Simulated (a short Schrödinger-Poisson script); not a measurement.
MOS inversion layer, Si3N4 on p-type Si(100)

System: MOS inversion layer, Si3N4 on p-type Si(100), at 400 K.

```csv
layer,material,thickness (nm),Na (cm⁻³)
1,Si3N4,2.6,-
2,Si,260,2.8e18
```

The device is made up for the run: typed textbook-type constants, with dimensions and the other settings drawn at random. Si3N4: permittivity 7.5, conduction-band edge (eV) 1.95, gap (eV) 5.1, electron mass (mₑ) 0.5. Si: permittivity 11.7, conduction-band edge (eV) 0, gap (eV) 1.124, Nv at 300 K (cm⁻³) 3.1e19.

Channel valleys (confinement mass, in-plane density-of-states mass, number): Δ2 0.916, 0.19, 2; Δ4 0.19, 0.417, 4. At the gate the conduction-band edge of layer 1 lies 2.2 eV − eVg above the Fermi level of the channel; the field vanishes at the back. Gaps are held at their typed values at every temperature. Mesh 0.03 nm at interfaces.

From a short Schrödinger-Poisson script (our own, NumPy): 1D Poisson equation in equilibrium, electrons quantum, Hartree (BenDaniel-Duke, 12 states a valley, the channel's in-plane mass for all, wave functions free to enter the dielectric), parabolic valleys, classical holes, full ionisation, no traps, pinning or gate leakage.

```tsv
Vg (V)	electrons (cm⁻²)	C (μF/cm²)	Δ2 E0 (meV)	Δ2 E1 (meV)	Δ4 E0 (meV)	Δ4 E1 (meV)
0.35	2.03e8	0.454	369.0	474.3	437.8	608.3
0.45	1.87e9	0.440	291.5	401.0	362.5	540.7
0.55	1.74e10	0.467	213.7	327.3	286.9	472.3
0.65	1.38e11	0.731	141.4	258.7	216.5	408.4
0.75	6.07e11	1.27	88.9	210.1	166.0	363.2
0.85	1.44e12	1.61	57.3	182.4	136.4	337.7
0.95	2.46e12	1.78	36.5	165.6	117.7	322.4
1.05	3.57e12	1.88	21.2	154.1	104.3	312.3
1.15	4.75e12	1.94	8.9	145.6	93.9	304.9
1.25	5.96e12	1.98	-1.6	139.0	85.3	299.2
1.35	7.21e12	2.02	-10.7	133.6	78.0	294.7
```

Subbands count from the Fermi level.
